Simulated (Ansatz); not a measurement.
Consider ZnSnAs2 in the chalcopyrite structure (space group I-42d, No. 122; a = 5.8395 Å, c = 11.7375 Å). Axes: x, y, z lie along a, b, c of the conventional cell.

Level of theory: DFT with PBEsol, PAW potentials and a 420 eV plane-wave cutoff in Ansatz (a quantum-chemistry and plane-wave program), no spin-orbit coupling.

Strains are applied to the cell and any free atomic positions relax.

One change was made to it. Results:

```tsv
quantity	base	after
shortest interatomic distance	4.628 bohr	4.613 bohr
energy relative to the base (free energy F)	0 meV/atom	+1.9 meV/atom
pressure (mean of the normal stresses, compression positive)	0.0 GPa	0.0 GPa
```

**Question.** Which of these changes matches the shifts?
A. tensor shear ε_xz = +0.40 %
B. tensor shear ε_xz = +2.00 %
C. tensor shear ε_xz = +1.20 %

**Answer.** C, tensor shear ε_xz = +1.20 %. For comparison, the energy relative to the base in the other runs: tensor shear ε_xz = +0.40 % gives +0.2 meV/atom; tensor shear ε_xz = +2.00 % gives +5.4 meV/atom.

Whether these cells are dynamically stable was not tested. All final runs are without spin polarisation.
